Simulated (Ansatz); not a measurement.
The starting structures come from a database of crystals and need not be the phases stable at ambient conditions.

The decay constant κ of evanescent states in the gap governs leakage through a thin film.

Given:

```
CELL_PARAMETERS angstrom
      7.91041     0.00000     0.00000
     -1.19170     7.87603     0.00000
     -0.59585     3.93802     3.22149
ATOMIC_POSITIONS crystal
  Pd 0.50000 0.00000 0.50000
  Pd 0.00000 0.50000 0.50000
  Se 0.25000 0.06871 0.86258
  Se 0.75000 0.93129 0.13742
  O  0.71043 0.88596 0.86162
  O  0.28957 0.11404 0.13838
  O  0.78957 0.25242 0.86162
  O  0.21043 0.74758 0.13838
  O  0.42302 0.20043 0.56174
  O  0.57698 0.79957 0.43826
  O  0.07698 0.23783 0.56174
  O  0.92302 0.76217 0.43826
```

Space group of this cell: C2/c. The cell is taken as given; by PBEsol its mean pressure is -4.9 GPa.

Transport runs along the normal of the first two printed cell vectors.

The gap is the functional's own. No spin-orbit coupling. Mid-gap values are interpolated on the energy grid.

**Question.** Predict the band gap and the smallest decay constant κ at mid-gap from Ansatz (a first-principles code) with PBEsol.

**Answer.** Gap 1.16 eV on a 4×10×10 mesh; κ = 0.442 1/Å, at (0.500, 0.250) of the in-plane reciprocal vectors. At the zone centre, at the nearest computed energy, the slowest state has κ = 0.50 1/Å.
